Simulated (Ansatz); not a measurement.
**A computed series for P: element substitutions**

The parent structure is P in the black-P type structure (space group Cmce, No. 64; layered, stacked along the Cartesian y axis).

```
CELL_PARAMETERS angstrom
      1.65109    -5.34545     0.00000
      1.65109     5.34545     0.00000
      0.00000     0.00000     4.46660
ATOMIC_POSITIONS crystal
  P  0.40091 0.59909 0.58506
  P  0.59909 0.40091 0.41494
  P  0.90091 0.09909 0.91494
  P  0.09909 0.90091 0.08506
```

Each row replaces one element on all its sites; cell and atoms are relaxed.

All numbers come from plane-wave PAW DFT at the r2SCAN+rVV10 level (Ansatz, a quantum-chemistry and plane-wave program, 500 eV), no spin-orbit coupling, earlier PAW set.

```tsv
variant	volume per atom	space group
base	19.71 Å³	Cmce (No. 64)
P → As	___	Cmce (No. 64)
P → Pt	___	___
P → Sb	___	Cmce (No. 64)
```

**Question.** What belongs in the blanks?

**Answer.** 
- P → As, volume per atom: 23.51 Å³
- P → Pt, volume per atom: 15.75 Å³
- P → Pt, space group: Fmmm (No. 69)
- P → Sb, volume per atom: 31.94 Å³

Whether these cells are dynamically stable was not tested. As relaxed here, Pt and Sb are hypothetical phases, not in the database extracts checked. The final runs are not spin-polarised. This is not the structure that As has at room temperature and ambient pressure.
